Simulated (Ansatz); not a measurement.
Take Sn in the diamond structure (space group Fd-3m, No. 227; relaxed with 0.1 eV smearing) as the base.

```
CELL_PARAMETERS angstrom
      0.00000     3.27009     3.27009
      3.27009     0.00000     3.27009
      3.27009     3.27009     0.00000
ATOMIC_POSITIONS crystal
  Sn 0.00000 0.00000 0.00000
  Sn 0.25000 0.25000 0.25000
```

Cartesian axes are those of the cell as printed.

Level of theory: PBEsol in Ansatz (plane waves to 420 eV, PAW, no spin-orbit coupling).

One thing is altered: the cell is compressed by 1.00 % along z with no lateral relaxation, atoms relaxed at fixed cell.

Task: Predict the stress tensor and what it implies for the stiffness.

Result: Stress of the strained cell less that of the base (GPa, compression positive):
```
    0.3     0.0     0.0
    0.0     0.3     0.0
    0.0     0.0     0.6
```

Then −Δσ_ii/ε with ε = -0.0100 gives relaxed-ion elastic constants: C33 ≈ 63 GPa, C13 ≈ 33 GPa and C23 ≈ 33 GPa.

Stability against distortions was not tested.

Ansatz is a program for electronic structure.
